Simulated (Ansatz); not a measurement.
Abridged Ansatz (a program for electronic structure) output:

```
Relaxation: its limit of steps is 60 (relax.max_steps)
Pseudopotential: Sr, paw, valence charge 10
Pseudopotential: Ti, paw, valence charge 12
Pseudopotential: O, paw, valence charge 6
Crystal: 5 atoms, lattice volume = 57.253 Å³
Basis set: ecut = 420 eV, 1141 PW (Γ), exchange–correlation on 54×54×54 points (8 copies of the dense FFT grid, shifted against one another)
Bands: 25, of which v1, the nominal top of the filled ones, is band 20 counted from 1 (19 counted from 0)
Symmetry: 48 space group operations
k-points: 35 of 729
Functional: x = slater, c = lda
SCF iter   1: F=—  HF=-7569.464946 eV  |F-HF|=—  |Δ(HF+E_count)|=         —  Δρ=1.89e-2  dr2=1.89e-1  ethr=1.77e-3  ⟨swp⟩=6.7  Hψ=4521  notcnv=0
SCF iter   2: F=—  HF=-7569.429193 eV  |F-HF|=—  |Δ(HF+E_count)|=   3.58e-2  Δρ=5.93e-3  dr2=2.15e-2  ethr=4.73e-4  ⟨swp⟩=2.2  Hψ=1562  notcnv=0  defer=24
SCF 1 converged in 6 iterations: F = -7569.424846 eV  dr2 = 3.03e-8
relax step   1: F+E_penalty+E_count = -7569.42484567 eV  Δ(F+E_penalty+E_count) = +0.000e0 eV  max|allowed force component| = 1.085e-29 eV/Å  Δτ_max = 0.0000 Å  P = -0.001 GPa  Ω = 57.253 Å³  (6 SCF iters, dr2 threshold 1.00e-7 eV, accepted)
[... steps on the carried basis left out ...]
relax step   4: F+E_penalty+E_count = -7569.42483334 eV  Δ(F+E_penalty+E_count) = +3.677e-4 eV  max|allowed force component| = 3.484e-30 eV/Å  Δτ_max = 0.0000 Å  P = +0.288 GPa  Ω = 57.171 Å³  stress off target by 1.21e-2 GPa  SCF on the basis re-selected at this cell (its energy is not comparable with the rows above)  (9 SCF iters)
SCF converged after 9 iterations
Free energy (F): -7569.424833 eV
Internal energy: -7569.424833 eV  (E = F + TS)
E sigma→0 (E₀):  -7569.424833 eV
Fermi energy:    11.133569 eV
--- Forces (eV/Å), atoms counted from 1 ---
  atom   1  Sr     0.00000000    -0.00000000    -0.00000000
  atom   2  Ti     0.00000000     0.00000000    -0.00000000
  atom   3  O      0.00000000     0.00000000    -0.00000000
  atom   4  O      0.00000000     0.00000000    -0.00000000
  atom   5  O      0.00000000     0.00000000    -0.00000000
--- Stress (GPa, compression-positive) ---
        0.287856      -0.000000       0.000000
       -0.000000       0.287856       0.000000
        0.000000       0.000000       0.287856
  P = ⅓ Tr σ = 0.2879 GPa (2.879 kbar)
--- Relaxed structure (3 steps of the walk, 3 accepted, 1 SCFs on fresh bases) ---
  cell:  # Å, volume = 57.1707 Å³
    - [3.8523401238214983, -8.024708101613482e-36, -8.024708101613482e-36]
    - [-8.024708101613482e-36, 3.8523401238214983, 0.0]
    - [-3.209883240645393e-35, 0.0, 3.8523401238214983]
  atoms:
    - { symbol: Sr, position: [-1.1874369614256233e-37, 1.1447380295185067e-37, -1.3419664289640437e-38] }
    - { symbol: Ti, position: [0.5, 0.5, 0.5] }
    - { symbol: O, position: [0.5, -2.48060461084455e-38, 0.5] }
    - { symbol: O, position: [4.3918901309805903e-38, 0.5, 0.5] }
    - { symbol: O, position: [0.5, 0.5, 6.913160391432314e-39] }
```

What was computed, and what are the main results?

SrTiO3, 5 atoms in the cell, with Kohn–Sham DFT with the LDA functional, run in Ansatz with PAW and 420 eV plane waves, no SOC, from a series relaxed to a target (pressure 0.3 GPa). The last SCF converged to F = -7569.424833 eV, or -1513.8850 eV per atom, at a pressure of 0.29 GPa. The total energy compares only with runs of the same code, potentials and settings.

Load acts through the strain it causes; cell and atoms are relaxed under it. Whether these cells are dynamically stable was not tested. The final runs are not spin-polarised. The cell was made from SrTiO₃ in the cubic perovskite structure (space group Pm-3m, No. 221) by this change: pressure 0.3 GPa. Many cubic perovskites are stable only at high temperature; tilts and polar distortions were not tested.

Keys are those of Ansatz 0.2.
